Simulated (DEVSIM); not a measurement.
Device: Si p+/n-/n+ power diode, at 300 K.

| layer (left to right) | material | thickness (μm) | Nd (cm⁻³) | Na (cm⁻³) | τn (s) | τp (s) |
|---|---|---|---|---|---|---|
| 1 | Si | 0.830 | - | 3.1e18 | 5.1e-5 | 5.1e-5 |
| 2 | Si | 6.00 | 3.9e15 | - | 5.1e-5 | 5.1e-5 |
| 3 | Si | 2.00 | 3.2e18 | - | 5.1e-5 | 5.1e-5 |

Left contact: ohmic. Right contact: ohmic. Voltage is applied to the left contact. Recombination: SRH at mid-gap, radiative. Mobility is constant in doping.

Constants are typed, rounded textbook-type inputs, not results; the design itself was drawn at random and stands for no fabricated device. Values at 300 K.

```tsv
parameter	Si
gap (eV)	1.124
affinity (eV)	4.05
permittivity	11.7
Nc (cm⁻³)	2.86e19
Nv (cm⁻³)	3.1e19
μn (cm²/Vs)	1417
μp (cm²/Vs)	470
B (cm³/s)	4.7e-15
```

DEVSIM, 1D drift-diffusion, Boltzmann statistics, complete ionisation; no tunnelling, impact ionisation, image-force lowering or self-heating.

Task: Give the dark forward current.

Result: 
(V (V), J (A/cm²)): (0.05, 1.6e-10); (0.10, 6.4e-10); (0.20, 1.1e-8); (0.25, 6.0e-8); (0.30, 3.7e-7); (0.40, 1.6e-5); (0.45, 0.00011); (0.50, 0.00077); (0.55, 0.0053); (0.65, 0.25); (0.70, 1.7); (0.75, 11); (0.85, 440); (0.90, 2200)
